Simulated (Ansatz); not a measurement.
## What uniaxial strain ε_zz = +2.00 % does to ZrSe2

The reference is ZrSe2 in the CdI2 type structure (space group P-3m1, No. 164; a = 3.735 Å, c = 6.032 Å; layered, stacked along the Cartesian z axis). Axes: x lies along a and z along c of the hexagonal cell.

It is then changed as follows: the cell is stretched by 2.00 % along z with no lateral relaxation; the atoms relax in the strained cell.

All numbers come from PBE-D3(BJ) (Ansatz, a quantum-chemistry and plane-wave program; PAW; 420 eV plane waves; scalar-relativistic without spin-orbit coupling). Γ-centred 14×14×8 mesh, Fermi–Dirac width 0.05 eV.

The volume per atom goes up by 0.49 Å³ (24.29 Å³ → 24.78 Å³) and the space group is still P-3m1 (No. 164). The shortest interatomic distance increases by 0.3 pm (268.4 pm → 268.7 pm) and the energy grows by 1.3 meV/atom. The pressure (mean of the normal stresses, compression positive) goes from zero to -0.3 GPa and the band gap becomes 0.12 eV (base: zero). The gap character goes from absent to indirect, Γ → L and the valence-band top at Γ (three highest levels, from the VBM) comes out as 0.00, 0.00, -0.03 eV. The largest internal atomic displacement amounts to 0.028 Å and the stress (xx, yy, zz, yz, xz, xy; compression positive) comes out as (-0.1, -0.1, -0.8, 0.0, 0.0, 0.0) GPa (rough).

Cost of the whole job for the changed cell (relaxation, final SCF and bands): around 70 core-seconds (rough).

Without a gap, meshes like the base's 14×14×8 leave anisotropic stresses uncertain by several tenths of a GPa, and small strain energies with them. Whether these cells are dynamically stable was not tested. All final runs are without spin polarisation. Gaps under 0.05 eV, about the width of the smearing, are given as zero. A zero or small gap of ZrSe2 can be the functional's error rather than a property of the material.
